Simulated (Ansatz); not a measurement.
N_Si in 4H silicon carbide: one set of geometries, relaxed with PBE, evaluated in Ansatz (PAW, plane waves to 420 eV, 500 eV under r2SCAN) with PBE, r2SCAN.

Details: 96-site cell; 2×2×2 shifted k-points; start: the Si(k) site; charged states image-corrected; not converged in cell size; flagged in the runs: a host whose relaxation on this sampling wasn't shown to rest, a strain field that reaches the edge of the cell.

```csv
quantity,PBE,r2SCAN
host gap (eV),2.23,2.59
ε(+1/0) above the VBM (eV),1.17,1.20
ε(0/−1) above the VBM (eV),1.62,1.85
"neutral formation energy against N2 molecule in a box, silicon (eV)",6.00,6.49
largest moment on one atom at charge 0 (μB),0.24,0.28
```

PBE narrows the gap by 0.36 eV against r2SCAN, the highest level run, and puts the levels 0.13 eV lower above the valence-band maximum on average.

Ansatz is a quantum-chemistry and plane-wave program.
